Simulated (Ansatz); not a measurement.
Abridged Ansatz (an electronic-structure program) output:

```
Relaxation: its limit of steps is 50 (relax.max_steps)
Pseudopotential: Al, paw, valence charge 3
Pseudopotential: Au, paw, valence charge 19
Crystal: 3 atoms, lattice volume = 54.759 Å³
Basis set: ecut = 420 eV, 1067 PW (Γ), exchange–correlation on 60×60×60 points (8 copies of the dense FFT grid, shifted against one another)
Bands: 17, of which v1, the nominal top of the filled ones, is band 13 counted from 1 (12 counted from 0)
Symmetry: 12 space group operations
k-points: 489 of 4913
Functional: x = pbesol(κ = 0.804, μ = 0.12345679012345678), c = pbesol(β = 0.046)
SCF iter   1: F=—  HF=-14057.556606 eV  |F-HF|=—  |Δ(HF+E_count)|=         —  Δρ=2.40e-3  dr2=2.80e-3  ethr=1.77e-3  ⟨swp⟩=5.2  Hψ=42071  notcnv=0
SCF iter   2: F=—  HF=-14057.557164 eV  |F-HF|=—  |Δ(HF+E_count)|=   5.58e-4  Δρ=1.47e-3  dr2=1.29e-3  ethr=1.12e-5  ⟨swp⟩=2.0  Hψ=14218  notcnv=0
SCF 1 converged in 6 iterations: F = -14057.557561 eV  dr2 = 2.01e-8
relax step   1: F+E_penalty+E_count = -14057.55756138 eV  Δ(F+E_penalty+E_count) = +0.000e0 eV  max|allowed force component| = 8.884e-2 eV/Å  Δτ_max = 0.0000 Å  P = -1.359 GPa  Ω = 54.759 Å³  fix = [a, b, gamma]  reactions: a -2.079, b -2.079 GPa  (6 SCF iters, dr2 threshold 1.00e-7 eV, accepted)
[... steps on the carried basis left out ...]
relax step   4: F+E_penalty+E_count = -14057.55900120 eV  Δ(F+E_penalty+E_count) = -4.656e-6 eV  max|allowed force component| = 9.269e-5 eV/Å  Δτ_max = 0.0000 Å  P = -1.082 GPa  Ω = 54.609 Å³  energy of the carried Pulay correction = +4.118e-5 eV  fix = [a, b, gamma]  reactions: a -1.623, b -1.623 GPa  (4 SCF iters, dr2 threshold 5.53e-9 eV, accepted)
Crystal: 3 atoms, lattice volume = 54.609 Å³
SCF iter   1: F=—  HF=-14057.558981 eV  |F-HF|=—  |Δ(HF+E_count)|=         —  Δρ=4.40e-6  dr2=2.32e-9  ethr=1.95e-8  ⟨swp⟩=3.6  Hψ=65949  notcnv=0
SCF iter   2: F=—  HF=-14057.558963 eV  |F-HF|=—  |Δ(HF+E_count)|=   1.81e-5  Δρ=2.21e-6  dr2=5.82e-10  ethr=9.26e-12  ⟨swp⟩=3.0  Hψ=16660  notcnv=0
SCF 5 converged in 5 iterations: F = -14057.558963 eV  dr2 = 9.63e-13
SCF converged after 5 iterations
Free energy (F): -14057.558963 eV
Internal energy: -14057.529830 eV  (E = F + TS)
E sigma→0 (E₀):  -14057.544396 eV
Entropy (-TS):   -0.029133 eV (-9.711 meV/atom)
Fermi energy:    11.010216 eV
--- Forces (eV/Å), atoms counted from 1 ---
  atom   1  Al     0.00000000     0.00000000    -0.00008814
  atom   2  Al    -0.00000000    -0.00000000     0.00008814
  atom   3  Au    -0.00000000     0.00000000     0.00000000
--- Stress (GPa, compression-positive) ---
       -1.623234       0.000000       0.000000
        0.000000      -1.623234       0.000000
        0.000000       0.000000      -0.001792
  P = ⅓ Tr σ = -1.0828 GPa (-10.828 kbar)
--- Relaxed structure (4 steps of the walk, 4 accepted, 1 SCFs on fresh bases) ---
  cell:  # Å, volume = 54.6089 Å³
    - [4.280113106823361, 2.19703711615189e-50, 1.1171326393434445e-33]
    - [2.1400565534116804, 3.706686681579769, -8.723220644893849e-17]
    - [2.1400565534116804, -1.2355622271932565, 3.4420897453727766]
  atoms:
    - { symbol: Al, position: [0.4968609476063014, 0.25156952619684925, 0.7547085785905479] }
    - { symbol: Al, position: [0.5031390523936985, 0.7484304738031509, 0.2452914214094522] }
    - { symbol: Au, position: [-2.5167105402262563e-35, 1.2700908270294176e-34, 3.156357505491458e-51] }
```

Question: What was computed, and what are the main results?

Answer: Al2Au, 3 atoms in the cell, with Ansatz PBEsol, no spin-orbit coupling. The last SCF converged to F = -14057.558963 eV, or -4685.8530 eV per atom, at a pressure of -1.08 GPa. The total energy compares only with runs of the same code, potentials and settings.

The cells carry an imposed strain or load. Whether these cells are dynamically stable was not tested. The cell was made from Al2Au (space group Fm-3m, No. 225) by this change: biaxial strain +0.83 %, plane normal [111], relaxed out of plane.

Keys are those of Ansatz 0.2.
